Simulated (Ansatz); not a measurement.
Input and output of a self-consistent single point for LaAl3Cu (I4mm, 5 atoms in the cell) (Ansatz, a program for electronic structure).

Computed with PBEsol, default PAW files made with PBE (plane waves; Ansatz).

```
CELL_PARAMETERS angstrom
     -2.12922     2.12922     5.30752
      2.12922    -2.12922     5.30752
      2.12922     2.12922    -5.30752
ATOMIC_POSITIONS crystal
  La 0.00190 0.00190 0.00000
  Al 0.40289 0.40289 0.00000
  Al 0.24655 0.74655 0.50000
  Al 0.74655 0.24655 0.50000
  Cu 0.63082 0.63082 0.00000
```

Reference input (self-consistent single point, DFT, PBEsol, plane waves, default PAW files made with PBE): basis.ecutwfc = 420 eV; kpoints.mp_grid.grid = 11 11 11; hamiltonian.xc = pbesol; hamiltonian.pseudopotentials = {kind: paw} (the program's default PAW files); scf.occupations.method = gaussian; scf.occupations.width = 0.1 eV. This run's input differs from it in these lines:

Ansatz 0.2 input:
```diff
@@ -14,3 +14,3 @@
 kpoints:
-  mp_grid: { grid: [11, 11, 11] }
+  mp_grid: { grid: [12, 12, 12] }
 hamiltonian:
@@ -19,3 +19,3 @@
 scf:
-  occupations: { method: gaussian, width: 0.1 }
+  occupations: { method: gaussian, width: 0.02 }
 output:
```

Output (repeated stretches shortened):

```
SCF iter   1: F=—  HF=-14326.046735 eV  |F-HF|=—  |Δ(HF+E_count)|=         —  Δρ=5.79e-3  dr2=3.72e-2  ethr=1.77e-3  ⟨swp⟩=6.6  Hψ=19561  notcnv=0
all-band conjugate gradients solve this SCF's bands
preconditioner: auto → Kerker (q_TF=auto, 2.347 Å⁻¹)
SCF iter   2: F=—  HF=-14326.045744 eV  |F-HF|=—  |Δ(HF+E_count)|=   9.91e-4  Δρ=6.58e-3  dr2=3.78e-2  ethr=9.55e-5  ⟨swp⟩=2.9  Hψ=9208  notcnv=0  defer=231
   [... lines left out ...]
SCF iter   5: F=—  HF=-14326.038163 eV  |F-HF|=—  |Δ(HF+E_count)|=   8.49e-5  Δρ=1.61e-4  dr2=2.60e-5  ethr=9.04e-7  ⟨swp⟩=2.0  Hψ=6277  notcnv=0  defer=231
SCF iter   6: F=—  HF=-14326.038156 eV  |F-HF|=—  |Δ(HF+E_count)|=   7.23e-6  Δρ=1.91e-5  dr2=5.91e-7  ethr=6.68e-8  ⟨swp⟩=2.0  Hψ=6186  notcnv=0  defer=231
SCF iter   7: F=—  HF=-14326.038156 eV  |F-HF|=—  |Δ(HF+E_count)|=   4.69e-9  Δρ=2.30e-5  dr2=3.26e-7  ethr=2.56e-10  ⟨swp⟩=9.6  Hψ=20235  notcnv=0
SCF iter   8: F=-14326.038156 eV  HF=-14326.038156 eV  |F-HF|=4.13e-8  |Δ(HF+E_count)|=   3.45e-8  Δρ=7.02e-6  dr2=2.49e-8  ethr=2.56e-10  ⟨swp⟩=3.0  Hψ=15338  notcnv=0
SCF 1 converged in 8 iterations: F = -14326.038156 eV  dr2 = 2.49e-8
Free energy (F): -14326.038156 eV
Internal energy: -14326.037736 eV  (E = F + TS)
E sigma→0 (E₀):  -14326.037946 eV
Entropy (-TS):   -0.000420 eV (-0.084 meV/atom)
Fermi energy:    9.894150 eV
--- Forces (eV/Å), atoms counted from 1 ---
  atom   1  La    -0.00000000    -0.00000000    -0.23063403
  atom   2  Al    -0.00000000    -0.00000000     0.13589512
  atom   3  Al    -0.00000000    -0.00000000     0.06040567
  atom   4  Al     0.00000000    -0.00000000     0.06040567
  atom   5  Cu     0.00000000    -0.00000000    -0.02608145
--- Stress (GPa, compression-positive) ---
       -0.244667      -0.000000       0.000000
       -0.000000      -0.244667       0.000000
        0.000000      -0.000000      -0.393793
  P = ⅓ Tr σ = -0.2944 GPa (-2.944 kbar)
  The stress holds the Pulay correction. Without it, at fixed plane waves, as pw.x and ABINIT print it: P = -0.3330 GPa
```

The run converged in 8 iterations. Against the reference run the free energy rises by 1.2 meV/atom, the pressure hardly changes (-0.27 to -0.29 GPa) and the largest force goes from 0.211 to 0.231 eV/Å.

The starting cell comes from a database of computed structures (which also holds hypothetical and non-ambient phases and stackings), without a prior relaxation at this level. Its lattice was rescaled by up to half a per cent. One atom was moved a little off its site on purpose. Spin polarisation is off. Ansatz's pressure includes its estimate of the finite-basis (Pulay) stress.
